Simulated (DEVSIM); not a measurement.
Structure: Pd/SiO2/p-Si capacitor, at 300 K.

Layer 1 from the left is SiO2, thickness (nm) 28.0. Layer 2 from the left is Si, thickness (nm) 1100, Na (cm⁻³) 2.8e17.

Metal gate on the left, work function 5.2 eV. Fixed charge at the semiconductor interface -6e11 cm⁻² (in units of +e); interface traps 1e11 cm⁻² eV⁻¹, uniform in energy, neutral level at 0.5 of the gap above the valence band.

Constants are typed, rounded textbook-type inputs, not results; the design itself was drawn at random and stands for no fabricated device. Values at 300 K.

SiO2: gap (eV) 9, affinity (eV) 0.9, permittivity 3.9. Si: gap (eV) 1.124, affinity (eV) 4.05, permittivity 11.7, Nc (cm⁻³) 2.86e19, Nv (cm⁻³) 3.1e19.

DEVSIM, 1D Poisson equation in equilibrium, Boltzmann statistics, complete ionisation; no quantum confinement or tunnelling. Metal contacts follow the ideal Schottky-Mott rule: no Fermi-level pinning, no interface dipoles.

Q: What does the simulation give for the flat-band voltage?

A: flat-band voltage 0.87 V.
